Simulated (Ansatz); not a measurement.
The parent structure is GeSe in the GeS type structure (space group Pnma, No. 62; a = 10.961 Å, b = 3.876 Å, c = 4.432 Å; layered, stacked along the Cartesian x axis). Axes: x, y, z lie along a, b, c of the conventional cell.

Method: PBE-D3(BJ) in Ansatz (plane waves to 420 eV, PAW, no spin-orbit coupling).

Now apply this change: the cell is stretched by 2.42 % along x with no lateral relaxation; the atoms relax in the strained cell.

**Question.** Predict the stress tensor and what it implies for the stiffness.

**Answer.** Stress of the strained cell less that of the base (GPa, compression positive):
```
  -1.69    0.00    0.00
   0.00   -0.66    0.00
   0.00    0.00   -0.76
```

Then −Δσ_ii/ε with ε = 0.0242 gives secant stiffness values (nonlinear terms included at this strain): C11 ≈ 70 GPa, C12 ≈ 27 GPa and C13 ≈ 31 GPa.

Whether these cells are dynamically stable was not tested. The D3 term's C6 switches between coordination references near this geometry, which can add small steps to energies.

Ansatz is a first-principles code.
